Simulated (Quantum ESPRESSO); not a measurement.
A self-consistent single point of MgCd2 (P-6m2, 6 atoms in the cell) with Quantum ESPRESSO.

Level of theory: PBEsol, GBRV 1.5 ultrasoft (PBESOL) pseudopotentials (plane waves; Quantum ESPRESSO).

The change in words: lattice scaled by 0.985. Reference geometry:
```
CELL_PARAMETERS angstrom
      3.11546     0.00000     0.00000
     -1.55773     2.69807     0.00000
      0.00000     0.00000    15.93205
ATOMIC_POSITIONS crystal
  Mg 0.00000 0.00000 0.16625
  Mg 0.00000 0.00000 0.83375
  Cd 0.00000 0.00000 0.50000
  Cd 0.66667 0.33333 0.33083
  Cd 0.66667 0.33333 0.66917
  Cd 0.66667 0.33333 0.00000
```

Reference input (self-consistent single point, DFT, PBEsol, plane waves, GBRV 1.5 ultrasoft (PBESOL) pseudopotentials): ecutwfc = 40 Ry; ecutrho = 200 Ry; occupations = smearing; smearing = cold; degauss = 0.0073499 Ry; potentials = {Mg: mg_pbesol_v1.4.uspp.F.UPF, Cd: cd_pbesol_v1.uspp.F.UPF}; K_POINTS = automatic 10 10 2 0 0 0; conv_thr = 1e-10 Ry; mixing_beta = 0.7. This run's input differs from it in these lines:

```diff
@@ -10,4 +10,4 @@
  ibrav = 4
- A = 3.1154645181
- C = 15.9320490000
+ A = 3.0687325754
+ C = 15.6930680000
  nat = 6
```

Output (repeated stretches shortened):

```
     Self-consistent Calculation

     iteration #  1     ecut=    40.00 Ry     beta= 0.70

---- Real-time Memory Report at c_bands before calling an iterative solver
           185 MiB given to the printing process from OS
           106 MiB allocation reported by mallinfo(arena+hblkhd)
------------------

     negative rho (up, down):  8.654E-02 0.000E+00

     total energy              =    -704.98069667 Ry
     estimated scf accuracy    <       4.36320381 Ry

     iteration #  2     ecut=    40.00 Ry     beta= 0.70

---- Real-time Memory Report at c_bands before calling an iterative solver
   [... lines left out ...]
           277 MiB given to the printing process from OS
           128 MiB allocation reported by mallinfo(arena+hblkhd)
------------------

     negative rho (up, down):  9.055E-02 0.000E+00

     total energy              =    -708.18898669 Ry
     estimated scf accuracy    <          1.6E-09 Ry

     iteration # 17     ecut=    40.00 Ry     beta= 0.70

---- Real-time Memory Report at c_bands before calling an iterative solver
           277 MiB given to the printing process from OS
           128 MiB allocation reported by mallinfo(arena+hblkhd)
------------------

     negative rho (up, down):  9.055E-02 0.000E+00
     End of self-consistent calculation

     the Fermi energy is     9.9577 ev

!    total energy              =    -708.18898669 Ry
     estimated scf accuracy    <          8.2E-11 Ry
     smearing contrib. (-TS)   =      -0.00021798 Ry
     internal energy E=F+TS    =    -708.18876870 Ry

     convergence has been achieved in  17 iterations

     negative rho (up, down):  9.055E-02 0.000E+00

     Forces acting on atoms (cartesian axes, Ry/au):

     atom    1 type  1   force =     0.00000000    0.00000000   -0.00289692
     atom    2 type  1   force =    -0.00000000   -0.00000000    0.00289692
     atom    3 type  2   force =     0.00000000    0.00000000    0.00000000
     atom    4 type  2   force =    -0.00000000   -0.00000000   -0.00009294
     atom    5 type  2   force =     0.00000000    0.00000000    0.00009294
   [... lines left out ...]
     Total force =     0.004099     Total SCF correction =     0.000072
   [... lines left out ...]

     negative rho (up, down):  9.055E-02 0.000E+00
          total   stress  (Ry/bohr**3)                   (kbar)     P=       -8.69
   0.00000017   0.00000000  -0.00000000            0.02        0.00       -0.00
   0.00000000   0.00000017   0.00000000            0.00        0.02        0.00
  -0.00000000   0.00000000  -0.00017746           -0.00        0.00      -26.11

   JOB DONE.
```

The run converged in 17 iterations. Against the reference run the free energy drops by 9.6 meV/atom, the pressure goes from -2.79 to -0.87 GPa and the largest force goes from 0.054 to 0.074 eV/Å. The full log also holds: “c_bands:  1 eigenvalues not converged”.

The starting cell comes from a database of computed structures (which also holds hypothetical and non-ambient phases and stackings), without a prior relaxation at this level. Its lattice was rescaled by a random factor within 2.5 % of one. For this run, on top of that: lattice scaled by 0.985.

Cost on one core of a shared machine: roughly 3 min.
